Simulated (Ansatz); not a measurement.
**Surface energy of the Si(111) slab with 2 Br, the mean of its two faces, with the listed reservoirs for the atoms in excess: levels of theory**

Subject: the surface energy of the Si(111) slab with 2 Br, the mean of its two faces, with the listed reservoirs for the atoms in excess. Reaction: 2 Br (Cmce) + 8 Si (diamond) → cell A.

A: a slab of Si (diamond, Fd-3m) cut along (111), 10 atoms, hexagonal cell of 3.83 Å (12.7 Å²), symmetry P-3m1 within 0.02 Å, 14.6 Å thick under 16 Å of vacuum, in-plane vectors held at the crystal's; planes from bottom to top: Br | Si × 8 | Br; added, foreign or displaced atoms, above the top plane and below the bottom plane: two times Br bound to 1 Si at 2.24 Å; spin state with PBE: run without spin.

Setting: static, neutral cells in Ansatz (PAW) whose structures rest at the PBE+D3(BJ) level. Ansatz (a quantum-chemistry and plane-wave program) runs with its PAW set soft_1. Other levels take these structures. HSE06 runs on coarser k-point meshes, mended by the PBE difference between the two meshes. The lattices are those relaxed with PBE+D3(BJ), so at other levels the solids can be strained, which adds to the spread. Cell A has symmetry P-3m1 within 0.02 Å and got no random move, so less symmetric positions, which may lie lower, weren't tried.

| Method | value (J/m²) |
|---|---|
| PBE+D3(BJ) | -0.95 |
| LDA | -0.98 |
| PBEsol | ___ |
| RPBE | -1.20 |
| HSE06+D3(BJ) | ___ |

### Question
What belongs in the gaps?

### Answer

- PBEsol, value (J/m²): -1.05
- HSE06+D3(BJ), value (J/m²): -1.07

The levels shown span 0.25 J/m², from RPBE (-1.20) to PBE+D3(BJ) (-0.95).

Rough cost of one single point on cell A, against PBEsol's on the same shared machine and with each level's own mesh and cutoff: HSE06 about 10 times (HSE06 on a 5×5×1 mesh, the others on 9×9×1).
